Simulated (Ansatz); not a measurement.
## fcc Yb

These are rVV10 (plane waves, PAW; Ansatz, a first-principles code) values and carry that method's errors.

Numerical settings: plane-wave cutoff 520 eV, 18×18×18 k mesh, Fermi–Dirac smearing 0.05 eV, no spin polarisation, scalar-relativistic PAW data made under PBE.

Cell: relaxed at this level.

```
Quantity                                            Value
------------------------------------------  -------------
volume per atom                             33.48 Å³/atom
bulk modulus B0                                  22.1 GPa
equilibrium lattice constant a                    5.116 Å
band gap                                    zero (no gap)
pressure derivative B′ of the bulk modulus            3.5
```

Measured, for comparison: equilibrium volume per atom 41.24 Å³/atom, lattice constant a 5.485 Å (293 K, not corrected to a static lattice; as tabulated in Wikipedia's data pages); bulk modulus 16.3 GPa (temperature not stated, not corrected to a static lattice; as tabulated in doi:10.1007/BF02743909 (ytterbium under pressure), abstract). Computed (rounded) less measured: equilibrium volume per atom -18.8 %, bulk modulus +36 %, lattice constant a -6.7 %.

Spin–orbit coupling is not included.

Computed values are for the static lattice.
